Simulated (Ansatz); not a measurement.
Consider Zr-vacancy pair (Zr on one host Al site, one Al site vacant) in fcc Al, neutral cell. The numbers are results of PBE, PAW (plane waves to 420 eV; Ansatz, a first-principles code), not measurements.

Cell of 32 host sites held at the relaxed PBE lattice; a 3×3×3 k-point mesh shifted by half a step; Fermi-Dirac width 0.10 eV, spin-restricted; finite-size errors left in. Energies are static. Forms of the defect that were not tried may lie lower.

Barriers: single points on a 5×5×5 k-point mesh shifted by half a step at the bands' geometries (they differ from the bands' own by up to 0.08 eV, and are uncertain by about as much).

Relaxed starting cell (atoms counted from 1):

```xyz
31
Lattice="8.0839 0.0000 0.0000 0.0000 8.0839 0.0000 0.0000 0.0000 8.0839" Properties=species:S:1:pos:R:3 pbc="T T T"
Zr    -0.0010     0.0558     0.0662
Al    -0.0013     0.0710     3.8852
Al    -0.0012     3.8754     0.0810
Al    -0.0012     4.0185     4.0288
Al     4.0408    -0.0323    -0.0221
Al     4.0408    -0.0090     4.0704
Al     4.0409     4.0602     0.0009
Al     4.0407     4.0775     4.0882
Al    -0.0012     2.0139     6.0296
Al    -0.0012     6.0194     2.0244
Al    -0.0011     6.0680     6.0782
Al     4.0407     2.0490     2.0591
Al     4.0408     2.0120     6.0579
Al     4.0408     6.0476     2.0224
Al     4.0409     6.0710     6.0810
Al     2.0811     0.0156     2.0499
Al     2.0108     0.0036     6.0523
Al     1.9968     4.0140     2.0515
Al     2.0120     4.0553     6.0872
Al     6.0002     0.0152     2.0493
Al     6.0708     0.0033     6.0523
Al     6.0847     4.0136     2.0513
Al     6.0698     4.0550     6.0868
Al     2.0812     2.0396     0.0258
Al     1.9966     2.0415     4.0240
Al     2.0111     6.0422     0.0140
Al     2.0120     6.0770     4.0655
Al     6.0006     2.0393     0.0253
Al     6.0845     2.0407     4.0238
Al     6.0708     6.0420     0.0137
Al     6.0696     6.0767     4.0652
```

End state 1 differs by these moves (Å; atoms that move under 0.08 Å are left out):

| atom | element | Δx | Δy | Δz |
|---|---|---|---|---|
| 1 | Zr | 0.00 | 1.93 | 1.93 |
| 2 | Al | 0.00 | -0.04 | 0.23 |
| 3 | Al | 0.00 | 0.23 | -0.04 |
| 9 | Al | 0.00 | -0.04 | 0.23 |
| 10 | Al | 0.00 | 0.23 | -0.04 |

Problem. What forward and backward barriers to end state 1 does PBE, PAW give?

Solution. forward 1.00 eV, backward 1.00 eV; at the saddle point atom 1 has neighbours 4 Al at 2.77, 4 Al at 3.11 Å. The program found a first-order saddle point.
